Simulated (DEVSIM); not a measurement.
Si p+/n-/n+ power diode

Device: Si p+/n-/n+ power diode, at 300 K.

| layer (left to right) | material | thickness (μm) | Nd (cm⁻³) | Na (cm⁻³) | τn (s) | τp (s) |
|---|---|---|---|---|---|---|
| 1 | Si | 2.40 | - | 1.8e18 | 0.00015 | 0.00015 |
| 2 | Si | 75.0 | 5.9e15 | - | 0.00015 | 0.00015 |
| 3 | Si | 0.560 | 1.7e18 | - | 0.00015 | 0.00015 |

Left contact: ohmic. Right contact: ohmic. Voltage is applied to the left contact. Recombination: SRH at mid-gap, Auger. Gap narrowing is on: ΔEg = 6.92 meV × (l + √(l² + 0.5)), l = ln(N/1.3e17 cm⁻³), shared equally by both band edges. Mobility is μmin + (μ − μmin)/(1 + (N/Nref)^α).

Constants are typed, rounded textbook-type inputs, not results; the design itself was drawn at random and stands for no fabricated device. Values at 300 K.

| parameter | Si |
|---|---|
| gap (eV) | 1.124 |
| affinity (eV) | 4.05 |
| permittivity | 11.7 |
| Nc (cm⁻³) | 2.86e19 |
| Nv (cm⁻³) | 3.1e19 |
| μn (cm²/Vs) | 1417 |
| μp (cm²/Vs) | 470 |
| μn,min | 52 |
| μp,min | 45 |
| Nref,n | 9.7e16 |
| Nref,p | 2.2e17 |
| αn | 0.68 |
| αp | 0.72 |
| Cn (cm⁶/s) | 2.8e-31 |
| Cp (cm⁶/s) | 9.9e-32 |

DEVSIM, 1D drift-diffusion, Boltzmann statistics, complete ionisation; no tunnelling, impact ionisation, image-force lowering or self-heating.

| Item | Result |
|---|---|
| Potential step across the device at zero bias | 0.941 V |
| Dark forward voltage at 1 A/cm² | 0.693 V |
| Dark forward voltage at 100 A/cm² | 0.857 V |

Dark forward current:

(V (V), J (A/cm²)): (0.05, 5.4e-11); (0.10, 2.7e-10); (0.15, 1.3e-9); (0.20, 7.6e-9); (0.30, 3.2e-7); (0.35, 2.2e-6); (0.40, 1.5e-5); (0.45, 0.00010); (0.50, 0.00070); (0.55, 0.0049); (0.65, 0.22); (0.70, 1.3); (0.75, 6.6); (0.80, 27); (0.85, 88); (0.90, 220); (1.00, 830); (1.05, 1300); (1.10, 2000); (1.15, 2800)

Dark reverse current:

```tsv
V (V)	J (A/cm²)
-2.00	-2.7e-10
-5.00	-4.8e-10
-10.00	-7.3e-10
-15.00	-9.2e-10
-20.00	-1.1e-9
-30.00	-1.4e-9
```
